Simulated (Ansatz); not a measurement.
**What Te → Se does to MgTe**

Start from MgTe in the wurtzite structure (space group P6_3mc, No. 186; a = 4.561 Å, c = 7.413 Å).

Now apply this change: full substitution Te → Se; the structure is relaxed again.

Computed with PBEsol (Ansatz, an electronic-structure program, PAW, scalar-relativistic without spin-orbit coupling). Settings: 9×9×5 k-points, 0.05 eV Fermi–Dirac smearing, for the changed cell.

The volume per atom falls by 7.23 Å³ to 26.16 Å³ and the density falls by 0.50 g/cm³ to 3.28 g/cm³. The lattice parameter a falls by 0.341 Å (4.561 Å → 4.220 Å) and the c/a ratio falls by 0.018 to 1.607. The space group remains P6_3mc (No. 186) and the shortest interatomic distance shrinks by 0.218 Å to 2.569 Å. The band gap increases by 0.13 eV, from 2.39 eV to 2.52 eV and the gap character stays direct at Γ. The width of the top valence band remains 1.40 eV and the electron mass goes from 0.15 mₑ along c, 0.17 mₑ across (at Γ) to 0.18 mₑ along c, 0.19 mₑ across (at Γ). The valence-band top at Γ (three highest levels, from the VBM) becomes 0.00, -0.09, -0.09 eV (base: 0.00, -0.02, -0.02 eV).

Final structure:

```
MgSe
1.0
    4.22016     0.00000     0.00000
   -2.11008     3.65477     0.00000
    0.00000     0.00000     6.78343
Mg Se
2 2
Direct
  0.33333   0.66667   0.99750
  0.66667   0.33333   0.49750
  0.33333   0.66667   0.37730
  0.66667   0.33333   0.87730
```

With Te present, leaving out spin-orbit coupling can change the band edges. Masses are band curvatures over ±0.01 Å⁻¹ around the edge. Stability against distortions was not tested. For MgSe in this form, whether it has been made was not checked. This is not the structure that MgSe has at room temperature and ambient pressure.
